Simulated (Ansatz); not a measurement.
The parent structure is WSe2 (space group P6_3/mmc, No. 194; layered, stacked along the Cartesian z axis).

Space group P6₃/mmc (No. 194); a = 3.2790 Å, b = 3.2790 Å, c = 12.7862 Å, α = 90.00°, β = 90.00°, γ = 120.00°

```json
[
 {"atom": "W", "site": "2c", "symmetry": "-6m2", "x": "0.3333", "y": "0.6667", "z": "0.2500"},
 {"atom": "Se", "site": "4f", "symmetry": "3m.", "x": "0.6667", "y": "0.3333", "z": "0.1183"}
]
```

All numbers come from PBE-D3(BJ) (Ansatz, an electronic-structure program, PAW, spin-orbit coupling left out).

Strains are applied to the cell and any free atomic positions relax.

One change was made to it. Results:

```csv
quantity,base,after
smallest direct gap,1.57 eV,1.32 eV
energy relative to the base (free energy F),0 meV/atom,+19 meV/atom
band gap,0.87 eV,0.99 eV
"valence-band top at Γ (three highest levels, from the VBM)","0.00, -0.96, -1.20 eV","0.00, -0.92, -1.06 eV"
```

Task: Which change produced these results?
A) isotropic strain +1.80 %
B) isotropic strain +0.60 %
C) isotropic strain +3.00 %
D) isotropic strain +2.40 %

Result: D, isotropic strain +2.40 %. For comparison, the energy relative to the base in the other runs: isotropic strain +3.00 % gives +30 meV/atom; isotropic strain +0.60 % gives +1.3 meV/atom; isotropic strain +1.80 % gives +11 meV/atom.

Spin-orbit coupling, missing from the scalar runs, can matter with W. No phonon test of stability was made.
